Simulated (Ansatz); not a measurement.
Base system: WC (space group P-6m2, No. 187; a = 2.913 Å, c = 2.836 Å; relaxed with 0.1 eV smearing). Axes: x lies along a and z along c of the hexagonal cell.

All numbers come from r2SCAN (Ansatz, an electronic-structure program, PAW, no spin-orbit coupling), earlier PAW set.

Before the change:

```
Property                         Value
-----------------------------  -------
Shortest interatomic distance  2.200 Å
```

The change: biaxial strain +3.71 %, plane normal [001], relaxed out of plane (Cartesian); in-plane vectors clamped, the third vector and the atoms free.

**Question.** Predict the new shortest interatomic distance.

**Answer.** The shortest interatomic distance goes up by 0.037 Å to 2.237 Å.

**Question.** What happens to the out-of-plane strain?

**Answer.** The out-of-plane strain is -1.19 %.

**Question.** What does the calculation give for the in-plane stress after the change?

**Answer.** The mean in-plane stress (compression positive) comes out as -28.8 GPa.

No phonon test of stability was made. The final runs are not spin-polarised.
